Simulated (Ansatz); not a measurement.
The parent structure is La$_{2}$O$_{3}$ (space group P-3m1, No. 164).

Space group P-3m1 (No. 164); a = b = 3.935 Å, c = 6.126 Å, α = β = 90.00°, γ = 120.00°

```json
[
 {"atom": "La", "site": "2d", "symmetry": "3m.", "x": "0.3333", "y": "0.6667", "z": "0.2461"},
 {"atom": "O", "site": "1a", "symmetry": "-3m.", "x": "0.0000", "y": "0.0000", "z": "0.0000"},
 {"atom": "O", "site": "2d", "symmetry": "3m.", "x": "0.6667", "y": "0.3333", "z": "0.3539"}
]
```

All numbers come from DFT with r2SCAN, PAW potentials and a 500 eV plane-wave cutoff in Ansatz (an electronic-structure program), no SOC.

For the base:

c/a ratio: 1.557
Lattice parameter a: 7.437 bohr

It is then changed as follows: cell and atoms relaxed at a pressure of 4.5 GPa.

What does the calculation give for the mean gap deformation potential ΔEg/Δln V after the change?

The mean gap deformation potential ΔEg/Δln V amounts to -0.1 eV.

What happens to the c/a ratio?

The c/a ratio decreases by 0.0275, from 1.557 to 1.529.

How does this affect the lattice parameter a?

The lattice parameter a decreases by 0.046 bohr (7.437 bohr → 7.391 bohr).

Load acts through the strain it causes; cell and atoms are relaxed under it. No phonon test of stability was made.
